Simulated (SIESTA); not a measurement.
Input and output of a self-consistent single point for Zr3Sn (Pm-3n, 8 atoms in the cell) (SIESTA).

Method of the run: LDA PW92, numerical atomic orbitals TZP, PseudoDojo LDA standard norm-conserving potentials (rewritten from UPF to PSML) in SIESTA 5.4.2.

The change in words: lattice scaled by 0.98. Reference geometry:
```
Zr3Sn
1.0
    5.57671     0.00000     0.00000
    0.00000     5.57671     0.00000
    0.00000     0.00000     5.57671
Zr Sn
6 2
Direct
  0.50000   0.25000   0.00000
  0.50000   0.75000   0.00000
  0.25000   0.00000   0.50000
  0.75000   0.00000   0.50000
  0.00000   0.50000   0.25000
  0.00000   0.50000   0.75000
  0.50000   0.50000   0.50000
  0.00000   0.00000   0.00000
```

Reference input (self-consistent single point, DFT, LDA PW92, numerical atomic orbitals TZP, PseudoDojo LDA standard norm-conserving potentials (rewritten from UPF to PSML)): XC.functional = LDA; XC.authors = PW92; potentials = PseudoDojo LDA standard; PAO.BasisSize = TZP; PAO.EnergyShift = 0.005 Ry; MeshCutoff = 300 Ry; kgrid.MonkhorstPack = 5 5 5; OccupationFunction = FD; ElectronicTemperature = 0.1 eV; MaxSCFIterations = 150; SCF.Mixer.Method = Pulay; SCF.Mixer.Weight = 0.2. This run's input differs from it in these lines:

```diff
@@ -12,5 +12,5 @@
 %block LatticeVectors
-     5.576714000    0.000000000    0.000000000
-     0.000000000    5.576714000    0.000000000
-     0.000000000    0.000000000    5.576714000
+     5.465180000    0.000000000    0.000000000
+     0.000000000    5.465180000    0.000000000
+     0.000000000    0.000000000    5.465180000
 %endblock LatticeVectors
@@ -18,9 +18,9 @@
 %block AtomicCoordinatesAndAtomicSpecies
-     2.788357000    1.394178500    0.000000000  1
-     2.788357000    4.182535500    0.000000000  1
-     1.394178500    0.000000000    2.788357000  1
-     4.182535500    0.000000000    2.788357000  1
-     0.000000000    2.788357000    1.394178500  1
-     0.000000000    2.788357000    4.182535500  1
-     2.788357000    2.788357000    2.788357000  2
+     2.732590000    1.366295000    0.000000000  1
+     2.732590000    4.098885000    0.000000000  1
+     1.366295000    0.000000000    2.732590000  1
+     4.098885000    0.000000000    2.732590000  1
+     0.000000000    2.732590000    1.366295000  1
+     0.000000000    2.732590000    4.098885000  1
+     2.732590000    2.732590000    2.732590000  2
      0.000000000    0.000000000    0.000000000  2
```

Output, abridged:

```
        iscf     Eharris(eV)        E_KS(eV)     FreeEng(eV)     dDmax    Ef(eV) dHmax(eV)
   scf:    1   -12482.714427   -12550.905095   -12551.228457  1.441433 -5.981126  3.735020
   scf:    2   -12551.969423   -12551.456177   -12551.778436  0.050971 -6.038100  2.465658
   scf:    3   -12552.282584   -12551.948276   -12552.270352  0.086566 -6.177598  0.147227
   scf:    4   -12551.955369   -12551.952852   -12552.275023  0.007346 -6.200577  0.020333
   scf:    5   -12551.953525   -12551.953214   -12552.275167  0.001041 -6.201962  0.016303
   scf:    6   -12551.953611   -12551.953418   -12552.275202  0.000817 -6.203148  0.003960
   scf:    7   -12551.953159   -12551.953289   -12552.275205  0.000419 -6.203514  0.001978
   scf:    8   -12551.953290   -12551.953290   -12552.275205  0.000001 -6.203514  0.001903
   scf:    9   -12551.953306   -12551.953298   -12552.275205  0.000057 -6.203579  0.000109
   scf:   10   -12551.953297   -12551.953298   -12552.275205  0.000008 -6.203590  0.000065
SCF Convergence by DM+H criterion
max |DM_out - DM_in|         :     0.0000084548
max |H_out - H_in|      (eV) :     0.0000647062
SCF cycle converged after 10 iterations

Using DM_out to compute the final energy and forces

siesta: E_KS(eV) =           -12551.9533

siesta: E_KS - E_eggbox =    -12551.9533

siesta: Atomic forces (eV/Ang):
     1    0.000000    0.000006   -0.000000
     2    0.000000   -0.000006   -0.000000
     3   -0.000006   -0.000000    0.000000
     4    0.000006   -0.000000    0.000000
     5   -0.000000    0.000000   -0.000000
     6   -0.000000    0.000000    0.000000
     7    0.000000    0.000000    0.000000
     8   -0.000000   -0.000000   -0.000000
   Tot    0.000000   -0.000000   -0.000000
   Max    0.000006
   Res    0.000002    sqrt( Sum f_i^2 / 3N )
   Max    0.000006    constrained

   [... lines left out ...]
siesta: FreeEng =    -12552.275205
   [... lines left out ...]
siesta:    -0.024914   -0.000000   -0.000000
siesta:    -0.000000   -0.024914    0.000000
siesta:    -0.000000    0.000000   -0.024914

siesta: Cell volume =        163.235048 Ang**3

siesta: Pressure (static):
siesta:                Solid            Molecule  Units
siesta:           0.00027135          0.00027135  Ry/Bohr**3
siesta:           0.02491416          0.02491416  eV/Ang**3
siesta:          39.91688344         39.91688329  kBar
```

The run converged in 10 iterations. Against the reference run the free energy rises by 1.2 meV/atom and the pressure goes from -3.36 to 3.99 GPa.

The starting cell comes from a database of computed structures (which also holds hypothetical and non-ambient phases and stackings), without a prior relaxation at this level. Its lattice was rescaled by a random factor within 2.5 % of one. For this run, on top of that: lattice scaled by 0.98. Values carry the incompleteness of an atom-centred basis. With a pressure of about 4 GPa the cell is away from its equilibrium volume at this level.

Cost on one core of a shared machine: roughly 4 min.
